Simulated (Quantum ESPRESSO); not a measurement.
Equation of state of antifluorite Mg2Ge (space group 225): energy against volume (Quantum ESPRESSO, PBEsol)

```yaml
crystal:
  lattice:
    - [0.00000, 3.10223, 3.10223]
    - [3.10223, 0.00000, 3.10223]
    - [3.10223, 3.10223, 0.00000]
  atoms:
    - { symbol: Mg, position: [0.25000, 0.25000, 0.25000] }
    - { symbol: Mg, position: [0.75000, 0.75000, 0.75000] }
    - { symbol: Ge, position: [0.00000, 0.00000, 0.00000] }
```

Method of the run: PBEsol, GBRV 1.5 ultrasoft (PBESOL) pseudopotentials (plane waves; Quantum ESPRESSO 7.5). Settings: ecutwfc = 65 Ry; ecutrho = 325 Ry; occupations = smearing; smearing = fermi-dirac; degauss = 0.000734986 Ry; potentials = {Mg: mg_pbesol_v1.4.uspp.F.UPF, Ge: ge_pbesol_v1.4.uspp.F.UPF}; K_POINTS = automatic 9 9 9 0 0 0; conv_thr = 1e-10 Ry; mixing_beta = 0.7. The cell above is the first row's. The rows scale it uniformly. In all rows fractional positions and the k mesh are held. E is the free energy at the stated smearing, counted from the lowest row.

| V (Å^3/atom) | E (meV/atom) |
|---|---|
| 19.904 | ? |
| 20.336 | 10.45 |
| 20.769 | 3.69 |
| 21.202 | 0.32 |
| 21.634 | 0.00 |
| 22.067 | 2.45 |
| 22.500 | 7.38 |
| 22.932 | 14.54 |
| 23.365 | 23.73 |

**Question.** Fit E against V with the third-order Birch-Murnaghan form, a cubic in V^(-2/3), and predict the withheld value at V = 19.904.

**Answer.** With u = V^(-2/3) - 0.128, the rows have u = 0.006222, 0.004350, 0.002542, 0.000798, -0.000893, -0.002529, -0.004109, -0.005645. Least squares gives E = 0.822 - 1400.8·u + 472268·u² + 257005·u³. Residuals (row less fit): -0.001, 0.004, 0.003, -0.005, 0.001, -0.001, 0.006, -0.003; standard error 0.005 (degrees of freedom: 4). Its minimum lies at u = 0.001481, so V0 = (0.129481)^(-3/2) = 21.46. There d²E/du² = 946800 and d³E/du³ = 1542000, so B0 = (4/9) × 21.46^(-7/3) × 946800 × 0.160218 = 52.7 GPa (the last factor turns the table's units into GPa), and B0' = 4 + (2/3) × 0.129481 × (1542000)/946800 = 4.1. The program's pressures in the fitted runs (not shown) pass through zero at V = 21.44, 0.09 % from this V0. At the withheld row, u = 0.008157, so E = 0.822 - 1400.8 × 0.008157 + 472268 × 0.008157² + 257005 × 0.008157³ = 20.958 meV/atom. The calculation gives 20.98 meV/atom, 0.022 meV/atom above the prediction (0.1 % of the range of E in the table). The row lies outside the fitted rows, so this is an extrapolation. From the scatter of the fitted rows alone, a prediction at this place has a standard error of 0.015 meV/atom, so the miss is 1.5 times that.

Carrying the step between the two nearest rows on in a straight line would have given 17.19, off by 3.79; series whose last step already gives the withheld value aren't shown. The scan was laid around a cell of about the measured size, scaled by a guess for this functional. The runs keep the symmetry of the cell, so they don't test it for distortions. Cutoffs and mesh are single choices, not tested for convergence of this quantity. Series with a scatter that would blur these digits, or in which a gap closes, are not shown. Nor are scans whose minimum lies at an end fitted in this form.
